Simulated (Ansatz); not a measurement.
The parent structure is MgS in the rock salt structure (space group Fm-3m, No. 225; a = 5.155 Å).

Levels (all Ansatz, a first-principles code, PAW): PBE-D3(BJ) (420 eV, spin-orbit coupling left out); HSE06 (420 eV, spin-orbit coupling left out).

Its gap is 2.85 eV with PBE-D3(BJ) and 3.87 eV with HSE06.

Now apply this change: cell and atoms relaxed at a pressure of 5 GPa.

With PBE-D3(BJ) the gap becomes 2.96 eV.

If the HSE06 correction stayed the same, what would the HSE06 gap be, and what does the HSE06 run give?

A rigid correction of +1.02 eV gives 3.98 eV. The HSE06 run gives 4.00 eV, so the two effects roughly add.

Single points use the geometry relaxed with PBE-D3(BJ). HSE06 was sampled on its mesh, a few special points and the semilocal edge points, so its gap is an upper bound. Load acts through the strain it causes; cell and atoms are relaxed under it. Stability against distortions was not tested. No other phases were tried under pressure. The base started in Pnma and relaxed to Fm-3m at this level.
